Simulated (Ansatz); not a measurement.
Ansatz (a first-principles code) run on ZrOs (Pm-3m, 2 atoms in the cell): relaxation of cell and atoms.

Method of the run: PBEsol, default PAW files made with PBE (plane waves; Ansatz).

The change in words: atoms on their sites; basis.ecutwfc: 30.9 Ry → 26.1 Ry; relax: default → cell and atoms. Reference geometry:
```
CELL_PARAMETERS angstrom
      3.28632     0.00000     0.00000
      0.00000     3.28632     0.00000
      0.00000     0.00000     3.28632
ATOMIC_POSITIONS crystal
  Zr 0.50000 0.50000 0.51521
  Os 0.00000 0.00000 0.00000
```

Reference input (self-consistent single point, DFT, PBEsol, plane waves, default PAW files made with PBE): basis.ecutwfc = 30.9 Ry; kpoints.mp_grid.grid = 10 10 10; hamiltonian.xc = pbesol; hamiltonian.pseudopotentials = {kind: paw} (the program's default PAW files); scf.occupations.method = gaussian; scf.occupations.width = 0.0073 Ry. This run's input differs from it in these lines:

Ansatz 0.2 input:
```diff
@@ -6,6 +6,6 @@
   atoms:
-    - { symbol: Zr, position_ang: [1.643160, 1.643160, 1.693161] }
+    - { symbol: Zr, position_ang: [1.643160, 1.643160, 1.643160] }
     - { symbol: Os, position_ang: [0.000000, 0.000000, 0.000000] }
 basis:
-  ecutwfc: 30.9 Ry
+  ecutwfc: 26.1 Ry
 kpoints:
@@ -21,2 +21,4 @@
     width: 0.0073 Ry
+relax:
+  cell: {}
 output:
```

Output, abridged:

```
   [... SCF lines of the steps left out ...]
relax step   1: F+E_penalty+E_count = -15380.71314927 eV  Δ(F+E_penalty+E_count) = +0.000e0 eV  max|allowed force component| = 1.136e-28 eV/Å  Δτ_max = 0.0000 Å  P = -7.729 GPa  Ω = 35.492 Å³  (6 SCF iters, dr2 threshold 1.00e-7 eV, accepted)
relax step   2: F+E_penalty+E_count = -15380.41792595 eV  Δ(F+E_penalty+E_count) = +2.952e-1 eV  max|allowed force component| = 1.315e-29 eV/Å  Δτ_max = 0.0000 Å  P = +32.997 GPa  Ω = 30.550 Å³  energy of the carried Pulay correction = +1.963e-2 eV  [...]
   [... lines left out ...]
relax step   6: F+E_penalty+E_count = -15380.74517251 eV  Δ(F+E_penalty+E_count) = -1.633e-4 eV  max|allowed force component| = 2.314e-29 eV/Å  Δτ_max = 0.0000 Å  P = -0.003 GPa  Ω = 34.211 Å³  energy of the carried Pulay correction = +1.359e-4 eV  [...]
relax step   7: F+E_penalty+E_count = -15380.74502994 eV  Δ(F+E_penalty+E_count) = +1.426e-4 eV  max|allowed force component| = 1.262e-29 eV/Å  Δτ_max = 0.0000 Å  P = -0.008 GPa  Ω = 34.211 Å³  stress off target by 8.14e-3 GPa  SCF on the basis [...]
basis re-selected at this cell: Δ(F+E_penalty+E_count) = +1.426e-4 eV, ΔP = -0.005 GPa vs the last step
the relaxation is at rest under the 48 symmetry operations that the run kept from its start: a minimum is not shown …
Stability not checked: this state was not tested for a lower state beside it, because too few of the mixer's solves of this state at the end of the SCF gave a …
Free energy (F): -15380.745030 eV
Internal energy: -15380.744104 eV  (E = F + TS)
   [... lines left out ...]
Fermi energy:    20.045396 eV
   [... lines left out ...]
  cell:  # Å, volume = 34.2107 Å³
    - [3.2462913437698977, -3.5308715647099323e-34, 8.024708101613482e-35]
    - [-6.098778157226247e-34, 3.2462913437698977, 0.0]
    - [8.024708101613482e-35, 0.0, 3.2462913437698977]
  atoms:
    - { symbol: Zr, position: [0.49999999999999994, 0.49999999999999994, 0.49999999999999994] }
    - { symbol: Os, position: [5.551115123125782e-17, 5.551115123125782e-17, 5.551115123125782e-17] }
```

The run converged.  The full log also holds: “iter 4 did not close the SCF: its close was put off for the readings that it lacked (scf_convergence_deferred on its scf_iter line)”. The full log also holds: “iter 3 did not close the SCF: its close was put off for the readings that it lacked (scf_convergence_deferred on its scf_iter line)”.

Summary of the result:
| Quantity | Value |
|---|---|
| Free energy E − TS (on the zero of these files) | -15380.7450 eV |
| Fermi level (on the code's own zero) | 20.05 eV |
| Pressure | -0.01 GPa |
| Final cell | a = 3.246 Å, b = 3.246 Å, c = 3.246 Å, α = 90.00°, β = 90.00°, γ = 90.00° |
| Final volume per atom | 17.11 Å³ |
| Relaxation steps | 7 |

The starting cell comes from a database of computed structures (which also holds hypothetical and non-ambient phases and stackings), without a prior relaxation at this level. Its lattice was rescaled by up to half a per cent. Spin polarisation is off. The relaxation keeps the symmetry of its start, so its end need not be a minimum. Ansatz's pressure includes its estimate of the finite-basis (Pulay) stress. Without the estimate this run gives -0.62 GPa. The cutoff lies below the one recommended for these files.
